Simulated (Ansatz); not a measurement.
**YN: response to strain**

Consider YN in the rock salt structure (space group Fm-3m, No. 225; a = 4.896 Å).

Strains are applied to the cell and any free atomic positions relax.

Calculations: r2SCAN in Ansatz (plane waves to 500 eV, PAW, no SOC).

Notes on the quantities. energy relative to the base: free energy F.

```json
[
 {"case": "base", "pressure": "0.0 kbar", "energy relative to the base": "0 meV/atom", "band gap": "0.58 eV", "width of the top valence band": "2.28 eV"},
 {"case": "isotropic strain +0.50 %", "pressure": "-24.6 kbar", "energy relative to the base": "+1.7 meV/atom", "band gap": "0.61 eV", "width of the top valence band": "2.24 eV"},
 {"case": "isotropic strain +1.00 %", "pressure": "-47.6 kbar", "energy relative to the base": "+6.8 meV/atom", "band gap": "0.63 eV", "width of the top valence band": "2.20 eV"},
 {"case": "isotropic strain +1.50 %", "pressure": "-69.0 kbar", "energy relative to the base": "+15 meV/atom", "band gap": "0.65 eV", "width of the top valence band": "2.16 eV"},
 {"case": "isotropic strain +2.00 %", "pressure": "-89.0 kbar", "energy relative to the base": "+26 meV/atom", "band gap": "0.67 eV", "width of the top valence band": "2.13 eV"},
 {"case": "isotropic strain +2.50 %", "pressure": "-107.6 kbar", "energy relative to the base": "+40 meV/atom", "band gap": "0.69 eV", "width of the top valence band": "2.09 eV"},
 {"case": "isotropic strain +3.00 %", "pressure": "-124.9 kbar", "energy relative to the base": "+57 meV/atom", "band gap": "0.71 eV", "width of the top valence band": "2.05 eV"}
]
```

Whether these cells are dynamically stable was not tested.

Ansatz is a first-principles code.
